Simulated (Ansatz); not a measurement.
Density of states of GeSi (P6_3mc) above the conduction band minimum, PBEsol, rigid bands in Ansatz (a program for electronic structure); cell volume 84.9 Å³.

(energy from edge (eV), 10⁻³ states/eV/cell): (0.006, 54.2); (0.031, 264); (0.056, 467); (0.081, 610); (0.106, 713); (0.131, 877); (0.156, 944); (0.181, 938); (0.206, 933); (0.231, 933); (0.256, 931); (0.281, 948); (0.319, 997); (0.344, 1030); (0.369, 1100); (0.394, 1130); (0.419, 1150); (0.444, 1180); (0.469, 1200); (0.494, 1220); (0.519, 1250); (0.544, 1270); (0.569, 1300); (0.594, 1330)

**Question.** What effective density of states at 300 K does this give (∫ g(E) exp(−E/k_BT) dE, both spins, divided by the cell's size)?

**Answer.** 6.1e19 cm⁻³, a density-of-states mass of 1.80 mₑ, valleys and band degeneracy included.

Spin-orbit coupling is left out. Geometry: cell and atoms relaxed with PBEsol.

Computed structure with no diffraction record at hand here (it may be known, metastable or hypothetical): GeSi (P6_3mc).
